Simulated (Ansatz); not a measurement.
Si3N4 (P6₃/m, No. 176), treated with PBE (PAW; Ansatz, an electronic-structure program).

Run with plane-wave cutoff 500 eV, 6×6×14 k mesh (along the axes of the cell as run), Fermi–Dirac smearing 0.05 eV, scalar-relativistic PAW data made under PBE.

Cell (relaxed at this level):

N4Si3 has the hexagonal space group P6₃/m (No. 176), Pearson symbol hP14. Lattice parameters: a = b = 7.664 Å, c = 2.927 Å, α = β = 90.00°, γ = 120.00°. Si on 6h sees 4 N at 1.743–1.749 Å (tetrahedral). N1 on 2d has 3 Si at 1.743 Å (trigonal planar). N2 on 6h is surrounded by 3 Si at 1.748 Å (trigonal planar). (Neighbours: up to the widest gap in distance over summed covalent radii, below 1.35, at either atom.)

Question: Predict the band gap.

Answer: 
band gap: 4.26 eV (on the SCF k mesh)

Computed values are for the static lattice.

The result took about 2.3 core-minutes (a rough figure).
